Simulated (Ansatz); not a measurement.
The starting structures come from a database of crystals and need not be the phases stable at ambient conditions.

Tunnelling through a barrier is set by its complex band structure: the current falls as exp(−2κd) with the smallest κ.

Input:

```
Rb2O
1.0
    4.32498     0.00000     0.00000
   -2.16249     3.74554     0.00000
    2.16249     1.24851     5.93899
Rb O
2 1
Direct
  0.47640   0.73820   0.78540
  0.52360   0.26180   0.21460
  0.00000   0.00000   0.00000
```

Space group of this cell: R-3m. The cell is taken as given; by PBEsol its mean pressure is -1.3 GPa.

Transport runs along the normal of the first two printed cell vectors, the (001) plane of the conventional cell.

The gap is the functional's own, uncorrected, and κ follows it; spin-orbit coupling is left out. Mid-gap values are interpolated between the computed energies.

### Question
Predict the band gap and the smallest decay constant κ at mid-gap from PBEsol (Ansatz, an electronic-structure program).

### Answer
Gap 0.45 eV on a 10×10×10 mesh; κ = 0.139 1/Å, at the zone centre.
